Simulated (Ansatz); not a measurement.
System: SiNF (model structure, Pmn2₁, No. 31, 6 atoms in the cell). Method: r²SCAN (Ansatz, a first-principles code, plane waves, PAW).

Numerical settings: plane-wave cutoff 560 eV, 12×6×8 k mesh (along the axes of the cell as run), Fermi–Dirac smearing 0.01 eV, scalar-relativistic PAW data made under PBE.

Cell (relaxed at this level):

FNSi has the orthorhombic space group Pmn2₁ (No. 31), Pearson symbol oP6. Lattice parameters: a = 2.894 Å, b = 4.992 Å, c = 4.828 Å, α = β = γ = 90.00°. Si on 2a is surrounded by 1 F at 1.586 Å and 3 N at 1.720–1.725 Å (tetrahedral). N on 2a is surrounded by 3 Si at 1.720–1.725 Å (trigonal planar). F on 2a is coordinated by 1 Si at 1.586 Å. (Neighbours: up to the widest gap in distance over summed covalent radii, below 1.35, at either atom.)

Problem. Predict the band gap and direct gap at Γ.

Solution. 
band gap: 5.95 eV (direct)
direct gap at Γ: 6.10 eV

Note: the relaxation could raise the start's symmetry but not lower it, so the cell can be a saddle point.

The computed numbers hold no vibrational or temperature effects.

A model structure was made by putting elements into a prototype or built by hand; it is no filed structure, need not be a known phase, and can be a saddle point held by its symmetry.
